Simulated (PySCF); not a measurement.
PySCF 2.14.0, TPSSH/def2-tzvp, df: La(Br)2(Me) ([CH3][La]([Br])[Br]), 7 atoms. The geometry is a generated start, not checked to be a minimum at this level.

| Property | Value |
|---|---|
| task | energy |
| method | tpssh |
| basis | def2-tzvp |
| two-electron scheme | density fitting |
| mol.max_memory | 3000 MB |
| mf.max_cycle | 100 |
| mf.conv_tol | 1e-09 (default) |
| mf.grids.level | 3 (default) |
| effective core potentials | those of the basis set, past Kr |
| basis functions | 185 |
| grid points | 109096 |

```xyz
7

La    -0.9053     0.2345    -0.6249
Br    -3.3483    -0.9218    -1.3638
Br    -1.6568     2.4605    -2.1398
C      1.2234    -0.3755     0.8537
H      1.6578     0.5109     1.3235
H      2.0355    -0.8400     0.2850
H      0.9936    -1.0686     1.6664
```

Charge 0 and multiplicity 1 are set for this test and not shown to be the ground state.

With the defaults (mf.DIIS = CDIIS, mf.diis = true, mf.diis_space = 8, mf.level_shift = 0, mf.damp = 0, mf.diis_start_cycle = 1, mf.diis_damp = 0, mf.init_guess = minao) it converges in 13 Fock builds. One run each on 2 threads, 1 BLAS thread, with these changes:
- mf.DIIS = EDIIS
- mf.diis_space = 20
- mf.diis = false
- mf.diis_space = 3
- mf.damp = 0.3, mf.diis_start_cycle = 4
- mf.level_shift = 0.3 Hartree
- mf.init_guess = 1e
- mf.diis_space = 5
- mf.diis_damp = 0.3

Problem. Which of these changes keep the SCF from converging, or lead it to another solution?

Solution. No convergence: mf.DIIS = EDIIS; mf.diis = false (the run ends without SCF convergence in 100 cycles). The rest reach the solution of the defaults.

| setting | Fock builds | end |
|---|---|---|
| mf.diis_damp = 0.3 | 12 | same solution |
| the defaults | 13 | same solution |
| mf.diis_space = 20 | 13 | same solution |
| mf.diis_space = 5 | 14 | same solution |
| mf.damp = 0.3, mf.diis_start_cycle = 4 | 16 | same solution |
| mf.diis_space = 3 | 16 | same solution |
| mf.init_guess = 1e | 26 | same solution |
| mf.level_shift = 0.3 Hartree | 30 | same solution |
| mf.DIIS = EDIIS | 101 | no convergence |
| mf.diis = false | 101 | no convergence |
